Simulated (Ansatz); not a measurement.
The starting structures come from a database of crystals and need not be the phases stable at ambient conditions.

# Evanescent states of Sr2GaSbO6 (I4/m, not sure to be the ambient phase, 10 atoms a cell, 12.7 Å³ an atom, -6 GPa at this level) along the normal of (100)

Calculation: PBEsol (plane waves, PAW; Ansatz, a program for electronic structure).

The gap is the functional's own. No spin-orbit coupling. Mid-gap values are interpolated on the energy grid.

Energies count from the valence-band top; κ is the least over a 6×4 mesh across the current.

| E (eV) | κ (1/Å) | where |
|---|---|---|
| 0.04 | 0.103 | Γ |
| 0.12 | 0.169 | Γ |
| 0.20 | 0.205 | Γ |
| 0.28 | 0.206 | Γ |
| 0.36 | 0.205 | Γ |
| 0.44 | (withheld) | Γ |
| 0.52 | (withheld) | Γ |
| 0.60 | (withheld) | Γ |
| 0.68 | (withheld) | Γ |
| 0.76 | (withheld) | Γ |
| 0.84 | (withheld) | Γ |
| 0.92 | (withheld) | Γ |
| 1.00 | 0.138 | Γ |
| 1.08 | 0.116 | Γ |
| 1.16 | 0.087 | Γ |
| 1.24 | 0.034 | Γ |

Task: Some entries are withheld; supply them.

Result: 
- 0.44, κ (1/Å): 0.203
- 0.52, κ (1/Å): 0.200
- 0.60, κ (1/Å): 0.195
- 0.68, κ (1/Å): 0.188
- 0.76, κ (1/Å): 0.179
- 0.84, κ (1/Å): 0.168
- 0.92, κ (1/Å): 0.155
